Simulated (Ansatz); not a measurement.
The reference is NaI in the rock salt structure (space group Fm-3m, No. 225; a = 6.4021 Å). Axes: x, y, z lie along the cube axes.

Perturbation: biaxial strain −1.67 %, plane normal [111], relaxed out of plane (Cartesian); in-plane vectors clamped, the third vector and the atoms free.

Computed with Ansatz (a program for electronic structure) PBEsol, no SOC.

**Question.** Give the band edges at the high-symmetry points of the new zone, measured from its valence-band maximum.

**Answer.** 
```
point  valence edge (eV)  conduction edge (eV)
-----  -----------------  --------------------
Γ                   0.00                  3.58
T                  -0.28                  5.00
H₂                 -1.09                  5.85
H₀                 -1.09                  5.85
L                  -0.36                  4.88
S₀                 -0.78                  5.08
S₂                 -0.78                  5.08
F                  -0.81                  4.42
```

The gap is 3.58 eV, direct at Γ.

Spin-orbit coupling, missing from the scalar runs, can matter with I. Whether these cells are dynamically stable was not tested. Labels are those of the standard path for the cell's own space group.
